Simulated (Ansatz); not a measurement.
Base system: SiO2 in the rutile structure (space group P4_2/mnm, No. 136; a = 4.1549 Å, c = 2.6615 Å). Axes: x, y, z lie along a, b, c of the conventional cell.

Computed with Kohn–Sham DFT with the LDA functional, run in Ansatz (a first-principles code) with PAW and 420 eV plane waves, spin-orbit coupling left out.

Strains are applied to the cell and any free atomic positions relax.

One change was made to it. Results:

| quantity | base | after |
|---|---|---|
| band gap | 5.81 eV | 6.30 eV |
| energy relative to the base (free energy F) | 0 meV/atom | +10 meV/atom |
| electron mass | 0.40 mₑ along c, 0.52 mₑ across (at Γ) | 0.60 mₑ along x, 0.51 mₑ along y, 0.40 mₑ along z (at Γ) |
| pressure (mean of the normal stresses, compression positive) | -0.1 kbar | 94.0 kbar |

Question: Name the change that was made.
A) uniaxial strain ε_xx = −3.00 %
B) uniaxial strain ε_xx = −0.60 %
C) uniaxial strain ε_xx = −2.40 %
D) uniaxial strain ε_xx = −1.20 %
E) uniaxial strain ε_xx = −1.80 %

Answer: A, uniaxial strain ε_xx = −3.00 %. For comparison, the band gap in the other runs: uniaxial strain ε_xx = −2.40 % gives 6.19 eV; uniaxial strain ε_xx = −0.60 % gives 5.90 eV; uniaxial strain ε_xx = −1.80 % gives 6.09 eV; uniaxial strain ε_xx = −1.20 % gives 5.99 eV.

Masses are band curvatures over ±0.01 Å⁻¹ around the edge. No phonon test of stability was made.
